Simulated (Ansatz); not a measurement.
Consider BAs in the zinc blende structure (space group F-43m, No. 216; a = 4.768 Å). Axes: x, y, z lie along the cube axes.

The values are results of PBEsol (Ansatz, a quantum-chemistry and plane-wave program), spin-orbit coupling left out, not measurements.

It is then changed as follows: biaxial strain +2.99 %, plane normal [111], relaxed out of plane (Cartesian); in-plane vectors clamped, the third vector and the atoms free.

What does the calculation give for the in-plane stress, out-of-plane strain and hole mass after the change?

The mean in-plane stress (compression positive) is -9.7 GPa; the out-of-plane strain is -0.66 %; the hole mass is 0.13 mₑ out of plane, 0.44 mₑ in plane (at Γ).

The levels and masses belong to the bands next to the band gap. Masses are band curvatures over ±0.01 Å⁻¹ around the edge. Stability against distortions was not tested.
